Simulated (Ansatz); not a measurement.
**A computed series for BN: pressure series**

Consider BN in the zinc blende structure (space group F-43m, No. 216; a = 3.606 Å).

Cell and atoms are relaxed at each pressure.

Method: PBEsol (Ansatz, an electronic-structure program; PAW; 420 eV plane waves; scalar-relativistic without spin-orbit coupling).

Candidates:
(a) pressure 30 GPa
(b) pressure 9 GPa
(c) pressure −2 GPa

Before the change:

The band gap comes out as 4.30 eV.

Task: Order them by band gap, highest first.

Result: (a) pressure 30 GPa (4.36 eV), (b) pressure 9 GPa (4.32 eV), (c) pressure −2 GPa (4.29 eV)

Load acts through the strain it causes; cell and atoms are relaxed under it. Whether these cells are dynamically stable was not tested. Competing high-pressure phases were not computed.
